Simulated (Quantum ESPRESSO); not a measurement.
# A series of runs on CuAs2 (Pnnm, 6 atoms in the cell)

```
CELL_PARAMETERS angstrom
      4.82039     0.00000     0.00000
      0.00000     5.97849     0.00000
      0.00000     0.00000     3.83218
ATOMIC_POSITIONS crystal
  Cu 0.50000 0.50000 0.50000
  Cu 0.00000 0.00000 0.00000
  As 0.29403 0.87462 0.50000
  As 0.70597 0.12538 0.50000
  As 0.79403 0.62538 0.00000
  As 0.20597 0.37462 0.00000
```

Base run A: LDA (PZ), PSlibrary ultrasoft (LDA) pseudopotentials (Quantum ESPRESSO), self-consistent single point.

Its settings: ecutwfc = 55 Ry; ecutrho = 330 Ry; occupations = smearing; smearing = fermi-dirac; degauss = 0.0073499 Ry; potentials = {Cu: Cu.pz-dn-rrkjus_psl.1.0.0.UPF, As: As.pz-n-rrkjus_psl.1.0.0.UPF}; K_POINTS = automatic 4 3 5 0 0 0; conv_thr = 1e-10 Ry; mixing_beta = 0.5.

The starting cell comes from a database of computed structures (which also holds hypothetical and non-ambient phases and stackings), without a prior relaxation at this level. Its lattice was rescaled by a random factor within 2.5 % of one. Spin polarisation is off. In the base run, with a pressure of about -7 GPa the cell is away from its equilibrium volume at this level. The run gives no clean gap (levels at the Fermi energy touch, overlap or are partly filled at this smearing), which alone does not show that the compound is a metal. Without a gap this mesh is coarse (it stands for a supercell whose shortest vector is 18 Å).

ΔF is the free energy per atom less that of run A. 

Runs:
- B: lattice scaled by 0.97
- C: lattice scaled by 0.97; ecutwfc: 55 Ry → 33 Ry; ecutrho: 330 Ry → 198 Ry
- D: lattice scaled by 0.985
- E: lattice scaled by 0.985; ecutwfc: 55 Ry → 33 Ry; ecutrho: 330 Ry → 198 Ry
- F: lattice scaled by 1.015
- G: lattice scaled by 1.015; ecutwfc: 55 Ry → 33 Ry; ecutrho: 330 Ry → 198 Ry
- H: lattice scaled by 1.03
- I: lattice scaled by 1.03; ecutwfc: 55 Ry → 33 Ry; ecutrho: 330 Ry → 198 Ry
- J: ecutwfc: 55 Ry → 33 Ry; ecutrho: 330 Ry → 198 Ry

```tsv
run	ΔF (meV/atom)	pressure (GPa)	largest force (eV/Å)
A	0.00	-6.61	0.131
B	-23.3	2.46	0.371
C	6.2	1.10	0.371
D	-23.2	-2.60	0.246
E	5.8	-3.86	0.246
F	42.6	-9.74	0.031
G	71.0	-10.86	0.030
H	101.3	-12.15	0.078
I	129.5	-13.20	0.077
J	28.8	-7.81	0.131
```

Run I against A: The free energy rises by 129 meV/atom, the pressure goes from -6.61 to -13.20 GPa and the largest force goes from 0.131 to 0.077 eV/Å.

Run G against A: The free energy rises by 71.0 meV/atom, the pressure goes from -6.61 to -10.86 GPa and the largest force goes from 0.131 to 0.030 eV/Å.

Run D against A: The free energy drops by 23.2 meV/atom, the pressure goes from -6.61 to -2.60 GPa and the largest force goes from 0.131 to 0.246 eV/Å.
